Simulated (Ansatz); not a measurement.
# Nb, response to strain

Start from Nb in the bcc (W type) structure (space group Im-3m, No. 229; a = 3.248 Å; relaxed with 0.1 eV smearing).

Strains are applied to the cell and any free atomic positions relax.

Method: LDA in Ansatz (plane waves to 420 eV, PAW, no spin-orbit coupling).

Notes on the quantities. energy relative to the base: free energy F.

```tsv
isotropic strain (%)	energy relative to the base (meV/atom)
-3	89.2
-2	?
-0.5	2.3
0	0.0
1	8.9
1.5	19.7
2	34.6
2.5	53.3
3	75.8
```

**Question.** Fit ΔE = Aε² + Bε³ (ε in %) to the rows shown and predict the withheld row.

**Answer.** Least squares on the printed values gives A = 9.16 and B = -0.25 meV/atom (largest residual 0.1 meV/atom); this predicts 38.6 meV/atom, and the run gives 38.5 meV/atom, in agreement.

No phonon test of stability was made. All final runs are without spin polarisation.

Ansatz is a quantum-chemistry and plane-wave program.
